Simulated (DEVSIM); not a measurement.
Device: abrupt CdTe p-n junction, at 450 K.

Layer 1 from the left is CdTe, thickness (μm) 1.30, Na (cm⁻³) 5.1e16, τn (s) 6.7e-9, τp (s) 6.7e-9. Layer 2 from the left is CdTe, thickness (μm) 3.30, Nd (cm⁻³) 1.9e17, τn (s) 6.7e-9, τp (s) 6.7e-9.

Left contact: ohmic. Right contact: ohmic. Voltage is applied to the left contact. Recombination: SRH at mid-gap, Auger. Mobility is μmin + (μ − μmin)/(1 + (N/Nref)^α).

Constants are typed, rounded textbook-type inputs, not results; the design itself was drawn at random and stands for no fabricated device. Values at 300 K; Nc and Nv go as T^1.5, mobilities as T to minus their exponent, the gap by Varshni's rule with the affinity fixed.

CdTe: gap (eV) 1.5, affinity (eV) 4.28, permittivity 10.2, Nc (cm⁻³) 8e17, Nv (cm⁻³) 1.8e19, μn (cm²/Vs) 1000, μp (cm²/Vs) 80, μn,min 100, μp,min 10, Nref,n 1e17, Nref,p 1e17, αn 0.6, αp 0.6, T exponent of μn 1.7, T exponent of μp 1.5, Cn (cm⁶/s) 1e-30, Cp (cm⁶/s) 1e-30, Varshni α (eV/K) 0.00031, Varshni β (K) 108.

Simulated with DEVSIM: 1D drift-diffusion, Boltzmann statistics, complete ionisation; no tunnelling, impact ionisation, image-force lowering or self-heating.

Dark forward current:

```csv
|V| (V),|J| (A/cm²)
0.05,8.208e-7
0.10,2.307e-6
0.15,5.162e-6
0.20,1.079e-5
0.25,2.209e-5
0.30,4.515e-5
0.35,9.350e-5
0.40,0.0001990
0.45,0.0004427
0.50,0.001050
0.55,0.002697
0.60,0.007550
0.65,0.02286
0.70,0.07365
0.75,0.2477
0.80,0.8555
0.85,2.993
0.90,10.44
0.95,35.18
1.00,107.5
1.05,275.3
1.10,575.2
1.15,1011
1.20,1569
1.25,2232
```

Work out the local ideality factor n = ΔV / (kT/q · ln(J2/J1)) between the rows 0.20 and 0.25 V, 0.80 and 0.85 V, 1.20 and 1.25 V.

kT/q = 38.78 mV. From 0.20 to 0.25 V: ln(2.209e-5/1.079e-5) = 0.717, n = 1.80. From 0.80 to 0.85 V: ln(2.993/0.8555) = 1.252, n = 1.03, near the 1 of diffusion or emission over a barrier. From 1.20 to 1.25 V: ln(2232/1569) = 0.352, n = 3.66.

Estimate the current at 0.80 V from the Shockley equation with J0 = Σ q ni² D/(N L) coth(W/L), τ joining the SRH, radiative and Auger lifetimes that are on, and W taken as the whole layer.

ni² = 2.41e21 cm⁻⁶; electrons in the p layer: μ = 321 cm²/Vs, D = 12.5 cm²/s, τ = 6.70e-9 s, L = 2.89 μm, W/L = 0.45, term 7.74e-10 A/cm²; holes in the n layer: μ = 20.9 cm²/Vs, D = 0.809 cm²/s, τ = 6.70e-9 s, L = 0.736 μm, W/L = 4.5, term 2.24e-11 A/cm². J0 = 7.96e-10 A/cm², and J = J0 exp(qV/kT) = 0.725 A/cm². The simulation gives 0.856 A/cm²; the estimate lies 15 % below. The estimate leaves out recombination in the depletion region and that region's share of W.
